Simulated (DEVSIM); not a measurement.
System: Schottky contact on n-type GaAs, at 300 K.

Layer 1 from the left is GaAs, thickness (μm) 1.00, Nd (cm⁻³) 1.3e16, τn (s) 3e-10, τp (s) 3e-10.

Left contact: Schottky, work function 5.04 eV, emission velocity 1.1e7 cm/s. Right contact: ohmic. Voltage is applied to the left contact. Recombination: SRH at mid-gap. Mobility is μmin + (μ − μmin)/(1 + (N/Nref)^α).

This is a model device: material constants are rounded textbook-type values typed into the input, and sizes, dopings and lifetimes were drawn at random. Values at 300 K.

GaAs: gap (eV) 1.424, affinity (eV) 4.07, permittivity 12.9, Nc (cm⁻³) 4.7e17, Nv (cm⁻³) 9e18, μn (cm²/Vs) 8500, μp (cm²/Vs) 400, μn,min 500, μp,min 20, Nref,n 6e16, Nref,p 1.5e17, αn 0.39, αp 0.38.

**Question.** Estimate by hand the built-in potential, the peak field at zero bias, the capacitance at -1.5 V, and compare with a numerical solution.

**Answer.** 
- Built-in potential: barrier φB = 0.970 eV; Vbi = φB − kT/q ln(N_band/N) = 0.877 V; numerical 0.877 V.
- Peak field at zero bias: depletion approximation: W = √(2εVbi/(qN)) = 0.310 μm with N = 1.30e16 cm⁻³; field = 2Vbi/W = 56600 V/cm; numerical 55600 V/cm (estimate above by 1.7 %).
- Capacitance at -1.5 V: C = √(qεN / 2(Vbi + |V|)) = 22.4 nF/cm²; numerical 22.5 nF/cm² (estimate below by 0.52 %).

Simulated with DEVSIM: 1D drift-diffusion, Boltzmann statistics, complete ionisation; no tunnelling, impact ionisation, image-force lowering or self-heating. Metal contacts follow the ideal Schottky-Mott rule: no Fermi-level pinning, no interface dipoles.
